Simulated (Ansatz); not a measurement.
Effort and miss along a sweep of basis.ecutwfc: HBr (Cmc2_1, 4 atoms in the cell)

```xyz
4
Lattice="3.0600 -2.7200 0.0000 3.0600 2.7200 0.0000 0.0000 0.0000 5.6140" Properties=species:S:1:pos:R:3 pbc="T T T"
H      3.0600    -2.3120     1.0049
H      3.0600     2.3120     3.8119
Br     3.0600    -1.3600     0.0000
Br     3.0600     1.3600     2.8070
```

Method of the run: PBEsol, harder PAW files (source: ansatz) made with PBE (plane waves; Ansatz, a program for electronic structure).

Base settings: basis.ecutwfc = 58.8 Ry; kpoints.mp_grid.grid = 8 8 6; hamiltonian.xc = pbesol; hamiltonian.pseudopotentials = {kind: paw, source: ansatz}; scf.occupations.method = cold; scf.occupations.width = 0.02 Ry.

Misses are taken against the tightest run, 117.6 Ry, which need not be fully converged itself. The energy is the free energy per atom.

The count of work is k-points × plane waves × bands × iterations; it is no time, and leaves out set-up, grids and terms that scale otherwise. Core times come from one kind of shared machine and are given to one figure; runs under 30 s give none.

Ansatz's pressure holds its estimate of the finite-basis (Pulay) stress, which hides part of the cutoff error; the uncorrected pressure shows it.

The starting cell comes from a database of published, mostly measured structures (it also holds non-ambient and calculated ones), without a prior relaxation at this level. In the base run, forces exceed 1 eV/Å. Ansatz's pressure includes its estimate of the finite-basis (Pulay) stress.

The runs (basis.ecutwfc): 23.5 Ry | 29.4 Ry | 35.3 Ry | 41.2 Ry | 47 Ry | 52.9 Ry | 58.8 Ry | 67.6 Ry | 76.4 Ry | 88.2 Ry | 102.9 Ry | 117.6 Ry.

Problem. Which is the coarsest setting among those run that, with all tighter ones, holds the energy within 2 meV/atom of the reference, and what does it save?

Solution. 47 Ry, off by 0.84 meV/atom; it needs 0.25 of the reference's count of work.

Problem. What does the step from 29.4 Ry to 58.8 Ry buy?

Solution. It takes the miss in the energy from 160 to 0.23 meV/atom, for 2.4 times the count of work.

| basis.ecutwfc | energy less reference (meV/atom) | largest difference in the force on any atom (eV/Å) | uncorrected pressure less reference (GPa) | count of work / reference | core time / reference (rough) |
|---|---|---|---|---|---|
| 23.5 Ry | 1354.41 | 0.013 | -50.30 | 0.088 | – |
| 29.4 Ry | 156.12 | 0.039 | -8.12 | 0.14 | – |
| 35.3 Ry | 14.41 | 0.017 | -0.91 | 0.16 | – |
| 41.2 Ry | 2.21 | 0.006 | -0.08 | 0.21 | – |
| 47 Ry | 0.84 | 0.003 | -0.02 | 0.25 | – |
| 52.9 Ry | 0.37 | 0.001 | -0.01 | 0.30 | – |
| 58.8 Ry | 0.23 | 0.001 | 0.00 | 0.35 | – |
| 67.6 Ry | 0.16 | 0.000 | 0.00 | 0.44 | 0.7 |
| 76.4 Ry | 0.11 | 0.000 | 0.00 | 0.52 | 0.5 |
| 88.2 Ry | 0.06 | 0.000 | 0.00 | 0.65 | 0.6 |
| 102.9 Ry | 0.02 | 0.000 | 0.00 | 0.82 | 1 |
| 117.6 Ry | 0.00 | 0.000 | 0.00 | 1.0 | 1 |

Keys are those of Ansatz 0.2.
